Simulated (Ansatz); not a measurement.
Start from Os in the hcp (Mg type) structure (space group P6_3/mmc, No. 194; a = 2.7290 Å, c = 4.3091 Å; relaxed with 0.1 eV smearing). Axes: x lies along a and z along c of the hexagonal cell.

The values are results of Ansatz (a program for electronic structure) PBEsol, scalar-relativistic without spin-orbit coupling, not measurements.

Before the change:

The shortest interatomic distance comes out as 5.044 bohr and the band gap is zero.

The change: uniaxial strain ε_xx = −2.00 %, all other strain components held at zero; the atoms relax in the strained cell.

Task: Predict the new stress, shortest interatomic distance, energy relative to the base and band gap.

Result: The stress (xx, yy, zz, yz, xz, xy; compression positive) comes out as (17.3, 5.1, 5.0, 0.0, 0.0, 0.0) GPa; the shortest interatomic distance shrinks by 0.023 bohr to 5.021 bohr; the energy increases by 15 meV/atom; the band gap is still zero.

No phonon test of stability was made. All final runs are without spin polarisation.
